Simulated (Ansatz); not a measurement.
Start from Ta in the bcc (W type) structure (space group Im-3m, No. 229; relaxed with 0.1 eV smearing).

```
CELL_PARAMETERS angstrom
     -1.62703     1.62703     1.62703
      1.62703    -1.62703     1.62703
      1.62703     1.62703    -1.62703
ATOMIC_POSITIONS crystal
  Ta 0.00000 0.00000 0.00000
```

Computed with Kohn–Sham DFT with the LDA functional, run in Ansatz (an electronic-structure program) with PAW and 420 eV plane waves, without spin-orbit coupling.

Strains are applied to the cell and any free atomic positions relax.

One change was made to it. Results:

The pressure goes from zero to -16.3 GPa; the energy rises by 87 meV/atom.

Task: Name the change that was made.
A. isotropic strain +3.00 %
B. isotropic strain +1.50 %
C. isotropic strain +2.00 %

Result: A, isotropic strain +3.00 %. For comparison, the energy relative to the base in the other runs: isotropic strain +2.00 % gives +40 meV/atom; isotropic strain +1.50 % gives +23 meV/atom.

No phonon test of stability was made. The final runs are not spin-polarised.
